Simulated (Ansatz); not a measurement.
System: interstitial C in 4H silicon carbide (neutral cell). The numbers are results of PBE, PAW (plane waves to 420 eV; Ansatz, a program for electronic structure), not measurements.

Settings: 72 host sites, the relaxed PBE lattice, the Γ point alone, smearing 0.01 eV, spin-restricted, no image-charge correction. Energies are static. The charge state is imposed; whether it is stable for some Fermi level was not computed. Sites that were not tried may lie lower. The start lies 0.46 eV above the lowest site run (PBE).

Barriers: single points on a 2×2×2 k-point mesh shifted by half a step along c at the bands' geometries (they differ from the bands' own by up to 0.09 eV, and are uncertain by about as much).

Relaxed starting cell (atoms counted from 1):

```yaml
crystal:
  lattice:
    - [9.28226, 0.00000, 0.00000]
    - [-4.64113, 8.03868, 0.00000]
    - [0.00000, 0.00000, 10.12928]
  atoms:
    - { symbol: Si, position: [0.95402, 0.94708, 0.53540] }
    - { symbol: Si, position: [0.00345, 0.33032, 0.49699] }
    - { symbol: Si, position: [0.99769, 0.66833, 0.50225] }
    - { symbol: Si, position: [0.33816, 0.01136, 0.49957] }
    - { symbol: Si, position: [0.33845, 0.32864, 0.49887] }
    - { symbol: Si, position: [0.33481, 0.66750, 0.50006] }
    - { symbol: Si, position: [0.66283, 0.99892, 0.50062] }
    - { symbol: Si, position: [0.67499, 0.33516, 0.49829] }
    - { symbol: Si, position: [0.65977, 0.65931, 0.50083] }
    - { symbol: Si, position: [0.99884, 0.99768, 0.99838] }
    - { symbol: Si, position: [0.00085, 0.33373, 0.99874] }
    - { symbol: Si, position: [0.00045, 0.66299, 0.00127] }
    - { symbol: Si, position: [0.33283, 0.99949, 0.99865] }
    - { symbol: Si, position: [0.33450, 0.33126, 0.99669] }
    - { symbol: Si, position: [0.33350, 0.66515, 0.00016] }
    - { symbol: Si, position: [0.66543, 0.99817, 0.00136] }
    - { symbol: Si, position: [0.66834, 0.33230, 0.99832] }
    - { symbol: Si, position: [0.66445, 0.66240, 0.00287] }
    - { symbol: Si, position: [0.21759, 0.10749, 0.74422] }
    - { symbol: Si, position: [0.22283, 0.44249, 0.74848] }
    - { symbol: Si, position: [0.22238, 0.77656, 0.74957] }
    - { symbol: Si, position: [0.55343, 0.10932, 0.74903] }
    - { symbol: Si, position: [0.55319, 0.43970, 0.74905] }
    - { symbol: Si, position: [0.55349, 0.77449, 0.75061] }
    - { symbol: Si, position: [0.88249, 0.10745, 0.75479] }
    - { symbol: Si, position: [0.88981, 0.44044, 0.74759] }
    - { symbol: Si, position: [0.87981, 0.76353, 0.76212] }
    - { symbol: Si, position: [0.11727, 0.22787, 0.24000] }
    - { symbol: Si, position: [0.11290, 0.55665, 0.24975] }
    - { symbol: Si, position: [0.11186, 0.89106, 0.24327] }
    - { symbol: Si, position: [0.44928, 0.22420, 0.24703] }
    - { symbol: Si, position: [0.44529, 0.55478, 0.25083] }
    - { symbol: Si, position: [0.44461, 0.88869, 0.25082] }
    - { symbol: Si, position: [0.78056, 0.22217, 0.24868] }
    - { symbol: Si, position: [0.77954, 0.55558, 0.24900] }
    - { symbol: Si, position: [0.77941, 0.88901, 0.24984] }
    - { symbol: C, position: [0.98343, 0.98239, 0.71182] }
    - { symbol: C, position: [0.00062, 0.32742, 0.68554] }
    - { symbol: C, position: [0.99937, 0.66470, 0.68892] }
    - { symbol: C, position: [0.33099, 0.99841, 0.68607] }
    - { symbol: C, position: [0.33212, 0.33128, 0.68681] }
    - { symbol: C, position: [0.33231, 0.66501, 0.68759] }
    - { symbol: C, position: [0.66372, 0.99742, 0.68813] }
    - { symbol: C, position: [0.66775, 0.33134, 0.68617] }
    - { symbol: C, position: [0.66343, 0.66138, 0.68903] }
    - { symbol: C, position: [0.00014, 0.00155, 0.18549] }
    - { symbol: C, position: [0.00211, 0.33580, 0.18486] }
    - { symbol: C, position: [0.00190, 0.66702, 0.18826] }
    - { symbol: C, position: [0.33509, 0.00093, 0.18630] }
    - { symbol: C, position: [0.33889, 0.33458, 0.18225] }
    - { symbol: C, position: [0.33447, 0.66648, 0.18797] }
    - { symbol: C, position: [0.66698, 0.99901, 0.18887] }
    - { symbol: C, position: [0.67086, 0.33419, 0.18525] }
    - { symbol: C, position: [0.66729, 0.66620, 0.18961] }
    - { symbol: C, position: [0.22068, 0.10872, 0.93628] }
    - { symbol: C, position: [0.22290, 0.44325, 0.93759] }
    - { symbol: C, position: [0.22235, 0.77658, 0.93873] }
    - { symbol: C, position: [0.55515, 0.10952, 0.93827] }
    - { symbol: C, position: [0.55644, 0.44214, 0.93725] }
    - { symbol: C, position: [0.55599, 0.77595, 0.93972] }
    - { symbol: C, position: [0.88710, 0.11074, 0.94116] }
    - { symbol: C, position: [0.88997, 0.44284, 0.93601] }
    - { symbol: C, position: [0.88573, 0.76994, 0.94632] }
    - { symbol: C, position: [0.12991, 0.23891, 0.42141] }
    - { symbol: C, position: [0.11136, 0.55875, 0.43884] }
    - { symbol: C, position: [0.12044, 0.91144, 0.42979] }
    - { symbol: C, position: [0.46013, 0.22994, 0.43435] }
    - { symbol: C, position: [0.44467, 0.55547, 0.43952] }
    - { symbol: C, position: [0.44304, 0.88948, 0.43964] }
    - { symbol: C, position: [0.78177, 0.22043, 0.43729] }
    - { symbol: C, position: [0.78055, 0.55775, 0.43811] }
    - { symbol: C, position: [0.76736, 0.88174, 0.44044] }
    - { symbol: C, position: [0.14617, 0.09274, 0.47918] }
```

End state 1 differs by these moves (Å; atoms that move under 0.08 Å are left out):

| atom | element | Δx | Δy | Δz |
|---|---|---|---|---|
| 1 | Si | -0.26 | 0.46 | 0.00 |
| 25 | Si | -0.05 | 0.05 | 0.07 |
| 27 | Si | -0.01 | 0.07 | -0.07 |
| 28 | Si | 0.00 | -0.08 | 0.03 |
| 30 | Si | 0.07 | -0.04 | -0.03 |
| 37 | C | -0.07 | 0.13 | 0.00 |
| 64 | C | 0.07 | -0.27 | 0.08 |
| 65 | C | 0.04 | -0.07 | 0.00 |
| 66 | C | 0.20 | -0.19 | -0.08 |
| 73 | C | 0.20 | -0.34 | 0.00 |

Problem. Give the forward and backward barriers to end state 1 at the level PBE, PAW.

Solution. forward 0.043 eV, backward 0.043 eV; at the saddle point atom 1 has neighbours C at 1.69, 2 C at 1.79 Å. The program found a first-order saddle point.
